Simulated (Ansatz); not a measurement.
Start from MgO in the rock salt structure (space group Fm-3m, No. 225; a = 4.1592 Å). Axes: x, y, z lie along the cube axes.

The values are results of LDA in Ansatz (plane waves to 420 eV, PAW, scalar-relativistic without spin-orbit coupling), not measurements.

For the base:

* **Electron mass**: 0.36 mₑ (at Γ)
* **Shortest interatomic distance**: 2.080 Å

One thing is altered: compressive biaxial strain of 2.50 % in the plane normal to [001], as in epitaxy on a mismatched substrate; the out-of-plane cell vector and the atoms relax.

Task: How does this affect the electron mass, shortest interatomic distance and ratio −ε⊥/ε∥?

Result: The electron mass goes from 0.36 mₑ (at Γ) to 0.35 mₑ out of plane, 0.39 mₑ in plane (at Γ); the shortest interatomic distance decreases by 0.052 Å to 2.028 Å; the ratio −ε⊥/ε∥ is 0.63.

The levels and masses belong to the bands next to the band gap. Effective masses come from finite differences of ±0.01 Å⁻¹. Stability against distortions was not tested.

Ansatz is a first-principles code.
